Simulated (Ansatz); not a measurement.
The reference is SnO (space group P4/nmm, No. 129; a = 3.7675 Å, c = 4.5572 Å; layered, stacked along the Cartesian z axis; relaxed with 0.1 eV smearing).

Now apply this change: an isotropic linear strain of +3.43 %; the atoms relax in the strained cell.

Levels (all Ansatz, a program for electronic structure, PAW, earlier PAW set): PBEsol-D3(BJ) (420 eV, no spin-orbit coupling); r2SCAN (500 eV, no spin-orbit coupling); HSE06 (420 eV, spin-orbit coupling left out).

At the geometry relaxed with PBEsol-D3(BJ), these levels gave the following band gaps, in shuffled order: (a) 0.78 eV, (b) 0.30 eV, (c) 0.50 eV.

Task: Match each gap to its level.

Result: (a) HSE06; (b) PBEsol-D3(BJ); (c) r2SCAN.

Single points use the geometry relaxed with PBEsol-D3(BJ). HSE06 was sampled on its mesh, a few special points and the semilocal edge points, so its gap is an upper bound. Whether these cells are dynamically stable was not tested. All final runs are without spin polarisation.
